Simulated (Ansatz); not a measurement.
System: TiO2 (Pbcn, No. 60; high-pressure phase). Method: PBEsol (Ansatz, a quantum-chemistry and plane-wave program, plane waves, PAW).

Numerical settings: plane-wave cutoff 520 eV, 8×6×8 k mesh (along the axes of the cell as run), no spin polarisation, scalar-relativistic PAW data made under PBE.

Computed at the level's own relaxed cell.

```yaml
crystal:
  lattice:
    - [4.53780, 0.00000, 0.00000]
    - [0.00000, 5.49479, 0.00000]
    - [0.00000, 0.00000, 4.87892]
  atoms:
    - { symbol: Ti, position: [0.50000, 0.67516, 0.75000] }
    - { symbol: Ti, position: [0.50000, 0.32484, 0.25000] }
    - { symbol: Ti, position: [0.00000, 0.82484, 0.25000] }
    - { symbol: Ti, position: [0.00000, 0.17516, 0.75000] }
    - { symbol: O, position: [0.72844, 0.61820, 0.08120] }
    - { symbol: O, position: [0.27156, 0.38180, 0.91880] }
    - { symbol: O, position: [0.77156, 0.88180, 0.58120] }
    - { symbol: O, position: [0.22844, 0.11820, 0.41880] }
    - { symbol: O, position: [0.22844, 0.88180, 0.91880] }
    - { symbol: O, position: [0.77156, 0.11820, 0.08120] }
    - { symbol: O, position: [0.27156, 0.61820, 0.41880] }
    - { symbol: O, position: [0.72844, 0.38180, 0.58120] }
```

**Question.** Give the elastic tensor (Voigt notation, GPa, ions relaxed, in the Cartesian axes of the cell as printed).

**Answer.** 
```
  329.6   173.8   179.4     0.0     0.0     0.0
  173.8   312.5   146.5     0.0     0.0     0.0
  179.4   146.5   374.5     0.0     0.0     0.0
    0.0     0.0     0.0    86.1     0.0     0.0
    0.0     0.0     0.0     0.0   121.0     0.0
    0.0     0.0     0.0     0.0     0.0    70.2
```

Note: the relaxation could not lower the start's symmetry, so the cell can be a saddle point above a distorted one.

Static lattice: no zero-point or thermal effects.
